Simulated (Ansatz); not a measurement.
**YN, pressure series**

Take YN in the rock salt structure (space group Fm-3m, No. 225; a = 4.8562 Å) as the base.

Cell and atoms are relaxed at each pressure.

Levels (all Ansatz, a first-principles code, PAW): PBEsol (420 eV, scalar-relativistic without spin-orbit coupling); r2SCAN (500 eV, without spin-orbit coupling).

Band gaps by level, all at the geometries relaxed with PBEsol:

```
case               PBEsol   r2SCAN
----------------  -------  -------
base              0.08 eV  0.54 eV
pressure −2 GPa   0.10 eV  0.56 eV
pressure −1 GPa   0.09 eV  0.55 eV
pressure 3 GPa       zero  0.51 eV
pressure 15 GPa      zero  0.39 eV
pressure 50 GPa      zero  0.09 eV
pressure 75 GPa      zero     zero
pressure 100 GPa     zero     zero
```

Single points use the geometry relaxed with PBEsol. The mesh was chosen for an insulator and is coarse for the gapless case. Load acts through the strain it causes; cell and atoms are relaxed under it. Whether these cells are dynamically stable was not tested. Competing high-pressure phases were not computed. The final runs are not spin-polarised. Gaps under 0.05 eV, about the width of the smearing, are given as zero. A zero or small gap of YN can be the functional's error rather than a property of the material.
